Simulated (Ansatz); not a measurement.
The starting structures come from a database of crystals and need not be the phases stable at ambient conditions.

 Where the default PAW files enter, the runs use the earlier of Ansatz's two default sets.

Input:

```
CELL_PARAMETERS angstrom
      3.88603     0.00000     0.00000
      1.94301     6.52792     0.00000
      1.94302     0.57833     3.31534
ATOMIC_POSITIONS crystal
  Ga 0.43537 0.69389 0.43537
  Ga 0.56463 0.30611 0.56463
  P  0.05739 0.82784 0.05739
  P  0.94261 0.17216 0.94261
```

Space group of this cell: R-3m. The cell is taken as given; by r2SCAN its mean pressure is -2.3 GPa.

Transport runs along the normal of the first two printed cell vectors, the (101) plane of the conventional cell.

The gap is the functional's own, uncorrected, and κ follows it; spin-orbit coupling is left out. Mid-gap values are interpolated between the computed energies.

### Question
Compute, with Ansatz (a quantum-chemistry and plane-wave program) with r2SCAN, the band gap and the smallest decay constant κ at mid-gap.

### Answer
Gap 1.07 eV on a 10×10×10 mesh; κ = 0.103 1/Å, at the zone centre.
